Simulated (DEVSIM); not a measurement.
System: illuminated Si n-on-p cell, one wavelength, at 300 K.

```
layer (left to right)  material  thickness (μm)  Nd (cm⁻³)  Na (cm⁻³)  τn (s)  τp (s)  absorption coefficient (cm⁻¹)
---------------------  --------  --------------  ---------  ---------  ------  ------  -----------------------------
1                            Si           0.110     5.5e17          -  5.8e-6  2.5e-6                           1300
2                            Si            34.0          -     2.8e17  2.5e-5  2.5e-5                           1300
```

Left contact: ohmic, minority hole recombination velocity 10 cm/s. Right contact: ohmic, minority electron recombination velocity 20 cm/s. Voltage is applied to the left contact. Recombination: SRH at mid-gap, radiative, Auger. Gap narrowing is on: ΔEg = 6.92 meV × (l + √(l² + 0.5)), l = ln(N/1.3e17 cm⁻³), shared equally by both band edges. Light enters at the left, 3.9e16 photons cm⁻² s⁻¹, one pass, no reflection. Mobility is μmin + (μ − μmin)/(1 + (N/Nref)^α).

This is a model device: material constants are rounded textbook-type values typed into the input, and sizes, dopings and lifetimes were drawn at random. Values at 300 K.

```
parameter           Si
-------------  -------
gap (eV)         1.124
affinity (eV)     4.05
permittivity      11.7
Nc (cm⁻³)      2.86e19
Nv (cm⁻³)       3.1e19
μn (cm²/Vs)       1417
μp (cm²/Vs)        470
μn,min              52
μp,min              45
Nref,n          9.7e16
Nref,p          2.2e17
αn                0.68
αp                0.72
B (cm³/s)      4.7e-15
Cn (cm⁶/s)     2.8e-31
Cp (cm⁶/s)     9.9e-32
```

DEVSIM, 1D drift-diffusion, Boltzmann statistics, complete ionisation; no tunnelling, impact ionisation, image-force lowering or self-heating.

Problem. Give the dark forward current.

Solution. 
```json
[
 {"V (V)": "-0.15", "J (A/cm²)": "-4.0e-10"},
 {"V (V)": "-0.20", "J (A/cm²)": "-1.2e-9"},
 {"V (V)": "-0.25", "J (A/cm²)": "-3.6e-9"},
 {"V (V)": "-0.30", "J (A/cm²)": "-1.2e-8"},
 {"V (V)": "-0.35", "J (A/cm²)": "-4.4e-8"},
 {"V (V)": "-0.40", "J (A/cm²)": "-1.9e-7"},
 {"V (V)": "-0.45", "J (A/cm²)": "-1.0e-6"},
 {"V (V)": "-0.50", "J (A/cm²)": "-6.1e-6"},
 {"V (V)": "-0.55", "J (A/cm²)": "-3.9e-5"},
 {"V (V)": "-0.60", "J (A/cm²)": "-0.00026"},
 {"V (V)": "-0.65", "J (A/cm²)": "-0.0018"},
 {"V (V)": "-0.70", "J (A/cm²)": "-0.012"},
 {"V (V)": "-0.75", "J (A/cm²)": "-0.083"},
 {"V (V)": "-0.80", "J (A/cm²)": "-0.55"},
 {"V (V)": "-0.85", "J (A/cm²)": "-3.5"},
 {"V (V)": "-0.90", "J (A/cm²)": "-29"},
 {"V (V)": "-0.95", "J (A/cm²)": "-280"},
 {"V (V)": "-1.00", "J (A/cm²)": "-1500"},
 {"V (V)": "-1.05", "J (A/cm²)": "-4400"}
]
```
